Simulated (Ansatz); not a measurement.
The starting structures come from a database of crystals and need not be the phases stable at ambient conditions.

Given:

```
Ba2In2O5
1.0
    8.59210     0.00000     0.00000
   -4.29605     8.40334     0.00000
    4.18987     0.00000     4.29474
Ba In O
4 4 10
Direct
  0.62382   0.21832   0.46518
  0.37618   0.78168   0.49450
  0.90550   0.78168   0.46518
  0.09450   0.21832   0.49450
  0.31325   0.50000   0.94257
  0.68675   0.50000   0.06907
  0.50000   0.00000   0.97507
  0.00000   0.00000   0.97507
  0.38371   0.50000   0.21382
  0.61629   0.50000   0.48124
  0.68831   0.27416   0.90260
  0.31169   0.72584   0.00506
  0.91415   0.72584   0.90260
  0.08585   0.27416   0.00506
  0.74650   0.98460   0.47457
  0.25350   0.01540   0.98297
  0.26190   0.01540   0.47457
  0.73810   0.98460   0.98297
```

Space group of this cell: Ima2. The cell is taken as given; by PBEsol its mean pressure is -2.5 GPa.

Transport runs along the normal of the first two printed cell vectors.

The gap is the functional's own, uncorrected, and κ follows it; spin-orbit coupling is left out. Mid-gap values are interpolated between the computed energies.

### Question
Estimate the band gap and the smallest decay constant κ at mid-gap that PBEsol in Ansatz (an electronic-structure program) returns for this system.

### Answer
Gap 0.87 eV on a 8×8×8 mesh; κ = 0.148 1/Å, at the zone centre.
